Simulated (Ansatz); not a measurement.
The reference is La2O3 (space group P-3m1, No. 164).

```xyz
5
Lattice="3.9061 0.0000 0.0000 -1.9531 3.3828 0.0000 0.0000 0.0000 6.0400" Properties=species:S:1:pos:R:3 pbc="T T T"
La     0.0000     2.2552     1.4820
La     1.9531     1.1276     4.5580
O      0.0000     0.0000     0.0000
O      0.0000     2.2552     3.9019
O      1.9531     1.1276     2.1381
```

Cartesian axes are those of the cell as printed.

Method: DFT with PBEsol, PAW potentials and a 420 eV plane-wave cutoff in Ansatz (an electronic-structure program), no SOC.

Perturbation: uniaxial strain ε_zz = +4.61 %, all other strain components held at zero; the atoms relax in the strained cell.

Q: Predict the stress tensor and what it implies for the stiffness.

A: Stress of the strained cell less that of the base (GPa, compression positive):
```
  -3.45    0.00    0.00
   0.00   -3.45    0.00
   0.00    0.00   -5.82
```

Then −Δσ_ii/ε with ε = 0.0461 gives secant stiffness values (nonlinear terms included at this strain): C33 ≈ 126 GPa, C13 ≈ 75 GPa and C23 ≈ 75 GPa.

As a check, the harmonic strain energy −½ V₀ Δσ:ε is 13 meV/atom; the computed energy rise is 14 meV/atom.

Stability against distortions was not tested.
